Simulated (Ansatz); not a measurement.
Base system: InSb in the zinc blende structure (space group F-43m, No. 216; a = 6.520 Å).

Level of theory: Kohn–Sham DFT with the PBEsol functional, run in Ansatz (a program for electronic structure) with PAW and 420 eV plane waves, scalar-relativistic without spin-orbit coupling, earlier PAW set.

Base values:

| Item | Value |
|---|---|
| Shortest interatomic distance | 2.823 Å |
| Density | 5.67 g/cm³ |

Perturbation: every Sb is replaced by P, then cell and atoms are relaxed.

Tabulated Pauling electronegativity and covalent radius: Sb 2.05, 1.39 Å; P 2.19, 1.07 Å.

Question: What does the calculation give for the shortest interatomic distance after the change?

Answer: The shortest interatomic distance shrinks by 0.277 Å to 2.546 Å.

Question: What happens to the electron mass?

Answer: The electron mass amounts to 0.045 mₑ (at Γ).

Question: How does this affect the density?

Answer: The density falls by 0.90 g/cm³, from 5.67 g/cm³ to 4.77 g/cm³.

With Sb present, leaving out spin-orbit coupling can change the band edges. The levels and masses belong to the bands next to the band gap. Effective masses come from finite differences of ±0.01 Å⁻¹. No phonon test of stability was made. The final runs are not spin-polarised.
